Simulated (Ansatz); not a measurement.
AlB2-type ZrB2, treated with LDA (Ansatz, a first-principles code, plane waves, PAW).

Run with plane-wave cutoff 520 eV, 18×18×12 k mesh (along the axes of the cell as run), Fermi–Dirac smearing 0.1 eV, perturbation theory, force constants from a 6×6×4 q mesh, scalar-relativistic PAW data made under PBE.

Computed at the level's own relaxed cell.

```cif
data_B2Zr
_chemical_formula_sum 'Zr1 B2'
_space_group_name_H-M_alt 'P6/mmm'
_space_group_IT_number 191
_space_group_name_Hall '-P 6 2'
_cell_length_a 3.13295
_cell_length_b 3.13295
_cell_length_c 3.48806
_cell_angle_alpha 90.000
_cell_angle_beta 90.000
_cell_angle_gamma 120.000
loop_
_atom_site_label
_atom_site_type_symbol
_atom_site_symmetry_multiplicity
_atom_site_Wyckoff_symbol
_atom_site_fract_x
_atom_site_fract_y
_atom_site_fract_z
_atom_site_occupancy
Zr1 Zr 1 a 0.00000 0.00000 0.00000 1
B1 B 2 d 0.33333 0.66667 0.50000 1
```

Harmonic phonon frequencies (cm⁻¹; i marks an imaginary mode):

| q point | frequencies |
|---|---|
| Γ | 0 0 0 467 467 489 575 797 797 |
| A | 219 219 250 419 419 513 637 800 800 |
| K | 254 272 272 554 554 643 667 667 765 |
| H | 242 263 263 584 584 635 667 667 749 |

No imaginary mode appears at these points.
